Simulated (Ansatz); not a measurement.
Base system: CdSe in the zinc blende structure (space group F-43m, No. 216).

```xyz
2
Lattice="0.0000 3.0037 3.0037 3.0037 0.0000 3.0037 3.0037 3.0037 0.0000" Properties=species:S:1:pos:R:3 pbc="T T T"
Cd     0.0000     0.0000     0.0000
Se     1.5019     1.5019     1.5019
```

Cartesian axes are those of the cell as printed.

Calculations: LDA (Ansatz, a quantum-chemistry and plane-wave program; PAW; 420 eV plane waves; no spin-orbit coupling).

Strains are applied to the cell and any free atomic positions relax; under biaxial strain the out-of-plane vector relaxes too.

One change was made to it. Results:

| quantity | base | after |
|---|---|---|
| shortest interatomic distance | 4.916 bohr | 4.872 bohr |
| energy relative to the base (free energy F) | 0 meV/atom | +10 meV/atom |

What was done to the base?
A) biaxial strain −1.25 %, plane normal [111], relaxed out of plane
B) biaxial strain −1.67 %, plane normal [111], relaxed out of plane
C) biaxial strain −2.08 %, plane normal [111], relaxed out of plane
D) biaxial strain −2.50 %, plane normal [111], relaxed out of plane

D, biaxial strain −2.50 %, plane normal [111], relaxed out of plane. For comparison, the energy relative to the base in the other runs: biaxial strain −2.08 %, plane normal [111], relaxed out of plane gives +6.9 meV/atom; biaxial strain −1.25 %, plane normal [111], relaxed out of plane gives +2.5 meV/atom; biaxial strain −1.67 %, plane normal [111], relaxed out of plane gives +4.4 meV/atom.

No phonon test of stability was made.
